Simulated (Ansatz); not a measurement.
System: Pt-vacancy pair (Pt on one host Cu site, one Cu site vacant) in fcc Cu (neutral cell). Level of theory: PBE, PAW (plane waves to 420 eV; Ansatz, an electronic-structure program).

Settings: 32 host sites, the relaxed PBE lattice, a 2×2×2 k-point mesh shifted by half a step, smearing 0.10 eV, spin-restricted, no image-charge correction. No zero-point or tunnelling terms. Spin-orbit coupling is left out. Forms of the defect that were not tried may lie lower.

Barriers: single points on a 4×4×4 k-point mesh shifted by half a step at the bands' geometries (they differ from the bands' own by up to 0.21 eV, and are uncertain by about as much).

Relaxed starting cell (atoms counted from 1):

```
CELL_PARAMETERS angstrom
      7.26000     0.00000     0.00000
      0.00000     7.26000     0.00000
      0.00000     0.00000     7.26000
ATOMIC_POSITIONS crystal
  Pt 0.99987 0.00687 0.00824
  Cu 0.99995 0.00479 0.49890
  Cu 0.99977 0.49787 0.00547
  Cu 0.99967 0.49861 0.50021
  Cu 0.49973 0.00134 0.00288
  Cu 0.49977 0.00125 0.50139
  Cu 0.49985 0.50012 0.00301
  Cu 0.49977 0.49979 0.50091
  Cu 0.99977 0.25438 0.74883
  Cu 0.99989 0.74748 0.25579
  Cu 0.99959 0.74951 0.75065
  Cu 0.49982 0.25231 0.25320
  Cu 0.49980 0.25174 0.75096
  Cu 0.49971 0.74910 0.25303
  Cu 0.49979 0.75022 0.75162
  Cu 0.25332 0.00287 0.25652
  Cu 0.25234 0.00169 0.74828
  Cu 0.24776 0.49829 0.25341
  Cu 0.24931 0.50056 0.75096
  Cu 0.74633 0.00280 0.25642
  Cu 0.74734 0.00190 0.74819
  Cu 0.75171 0.49852 0.25328
  Cu 0.75030 0.50036 0.75090
  Cu 0.25318 0.25519 0.00376
  Cu 0.24878 0.25202 0.50055
  Cu 0.25224 0.74667 0.00360
  Cu 0.24921 0.74934 0.50137
  Cu 0.74626 0.25502 0.00375
  Cu 0.75093 0.25211 0.50028
  Cu 0.74720 0.74700 0.00340
  Cu 0.75045 0.74969 0.50124
```

End state 1 differs by these moves (Å; atoms that move under 0.08 Å are left out):

```
atom  element    Δx     Δy     Δz
----  -------  ----  -----  -----
1          Pt  0.00   1.72   1.72
16         Cu  0.00  -0.06  -0.06
20         Cu  0.00  -0.06  -0.06
```

Problem. Predict the forward and backward barriers to end state 1 from PBE, PAW.

Solution. forward 1.07 eV, backward 1.07 eV; at the saddle point atom 1 has neighbours 4 Cu at 2.46, 4 Cu at 2.79 Å. The saddle point's order was not checked, and it lies on a symmetry element of the cell, where a band can be held.
